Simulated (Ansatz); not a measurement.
An Ansatz (a quantum-chemistry and plane-wave program) run: hypothetical CdI2 type CeO2 with a change (isotropic strain −0.33 %); PBEsol-D3(BJ)/PAW in Ansatz, without spin-orbit coupling, earlier PAW set.

Input:

Ansatz 0.2 input:
```yaml
crystal:
  lattice:
    - [3.5563790254, 0, 0]
    - [-1.7781895127, 3.0799145815, 0]
    - [0, 0, 4.3173582084]
  atoms:
    - { symbol: Ce, position: [0, 0, 0] }
    - { symbol: O, position: [0.6666666667, 0.3333333333, 0.2061134916] }
    - { symbol: O, position: [0.3333333333, 0.6666666667, 0.7938865084] }
basis: { ecutwfc: 420, ecutrho_ratio: 4, xc_grid: 2, fft_grid_basis: typed }
kpoints: { mp_grid: { grid: [11, 11, 8] } }
hamiltonian:
  xc: pbesol
  dispersion: d3bj
  pseudopotentials: { azcp: { folder: ./paw }, kind: paw }
scf: { occupations: { method: fermi_dirac, width: 0.05 }, convergence: { dr2_threshold: 0.0000000003 } }
relax: { f_tol: 0.005, max_steps: 50 }
output: { forces: true, stress: true }
checkpoint: { write: state.ck, write_every: 1000 }
```

Output (explanatory and most iteration lines left out):

```
Relaxation: its limit of steps is 50 (relax.max_steps)
Pseudopotential: Ce, paw, valence charge 12
Pseudopotential: O, paw, valence charge 6
Crystal: 3 atoms, lattice volume = 47.290 Å³
Basis set: ecut = 420 eV, 921 PW (Γ), exchange–correlation on 48×48×60 points (8 copies of the dense FFT grid, shifted against one another)
Bands: 22, of which v1, the nominal top of the filled ones, is band 12 counted from 1 (11 counted from 0)
Symmetry: 12 space group operations
Space group: P-3m1 (ITA 164), of the structure as read, at distance tolerance 3.6e-5 Å
k-points: 110 of 968
Functional: x = pbesol(κ = 0.804, μ = 0.12345679012345678), c = pbesol(β = 0.046)
SCF iter   1: F=—  HF=-7612.723040 eV  |F-HF|=—  |Δ(HF+E_count)|=         —  Δρ=7.96e-2  dr2=4.99e0  ethr=3.10e-3  ⟨swp⟩=5.9  Hψ=9620  notcnv=0
SCF iter   2: F=—  HF=-7611.803773 eV  |F-HF|=—  |Δ(HF+E_count)|=   9.19e-1  Δρ=3.05e-2  dr2=6.04e-1  ethr=3.10e-3  ⟨swp⟩=3.0  Hψ=5503  notcnv=0  defer=138
SCF 1 converged in 9 iterations: F = -7611.759907 eV  dr2 = 1.13e-11
relax step   1: F+E_penalty+E_count = -7611.75990730 eV  Δ(F+E_penalty+E_count) = +0.000e0 eV  max|allowed force component| = 9.560e-2 eV/Å  Δτ_max = 0.0000 Å  (9 SCF iters, accepted)
Crystal: 3 atoms, lattice volume = 47.290 Å³
SCF iter   1: F=—  HF=-7611.760107 eV  |F-HF|=—  |Δ(HF+E_count)|=         —  Δρ=1.16e-3  dr2=3.31e-4  ethr=1.28e-6  ⟨swp⟩=2.1  Hψ=7962  notcnv=0  defer=317
SCF iter   2: F=—  HF=-7611.760078 eV  |F-HF|=—  |Δ(HF+E_count)|=   2.90e-5  Δρ=8.56e-4  dr2=2.83e-4  ethr=1.28e-6  ⟨swp⟩=2.6  Hψ=3422  notcnv=0  defer=317
SCF 2 converged in 7 iterations: F = -7611.760072 eV  dr2 = 1.17e-10
relax step   2: F+E_penalty+E_count = -7611.76007183 eV  Δ(F+E_penalty+E_count) = -1.645e-4 eV  max|allowed force component| = 8.478e-2 eV/Å  Δτ_max = 0.0154 Å  (7 SCF iters, accepted)
Crystal: 3 atoms, lattice volume = 47.290 Å³
SCF iter   1: F=—  HF=-7611.760684 eV  |F-HF|=—  |Δ(HF+E_count)|=         —  Δρ=5.50e-4  dr2=7.37e-5  ethr=3.08e-6  ⟨swp⟩=2.1  Hψ=5912  notcnv=0  defer=308
SCF iter   2: F=—  HF=-7611.760695 eV  |F-HF|=—  |Δ(HF+E_count)|=   1.03e-5  Δρ=4.07e-4  dr2=6.44e-5  ethr=3.07e-7  ⟨swp⟩=2.0  Hψ=4552  notcnv=0  defer=308
SCF 3 converged in 7 iterations: F = -7611.760687 eV  dr2 = 2.03e-11
relax step   3: F+E_penalty+E_count = -7611.76068744 eV  Δ(F+E_penalty+E_count) = -6.156e-4 eV  max|allowed force component| = 4.245e-4 eV/Å  Δτ_max = 0.0073 Å  (7 SCF iters, accepted)
SCF converged after 7 iterations
Free energy (F): -7611.760687 eV
Internal energy: -7611.760687 eV  (E = F + TS)
E sigma→0 (E₀):  -7611.760687 eV
Fermi energy:    8.776790 eV
  E_disp       = -0.633448  (pairwise vdW)
--- Forces (eV/Å), atoms counted from 1 ---
  atom   1  Ce     0.00000000     0.00000000     0.00000000
  atom   2  O      0.00000000    -0.00000000     0.00042451
  atom   3  O      0.00000000     0.00000000    -0.00042451
--- Stress (GPa, compression-positive) ---
        1.426986      -0.000000       0.000000
       -0.000000       1.426986      -0.000000
        0.000000      -0.000000       0.138644
  P = ⅓ Tr σ = 0.9975 GPa (9.975 kbar)
--- Relaxed structure (3 steps of the walk, 3 accepted, 0 SCFs on fresh bases) ---
  atoms:
    - { symbol: Ce, position: [-6.960015305393959e-35, 5.2109939345967036e-36, -6.696701208784227e-20] }
    - { symbol: O, position: [0.6666666666666666, 0.33333333333333326, 0.2079960709978446] }
    - { symbol: O, position: [0.33333333333333326, 0.6666666666666665, 0.7920039290021554] }
```

Stability against distortions was not tested. All final runs are without spin polarisation. The cell was made from CeO2 in the CdI2 type structure (space group P-3m1, No. 164; a hypothetical phase, not in the database extracts checked) by this change: isotropic strain −0.33 %.
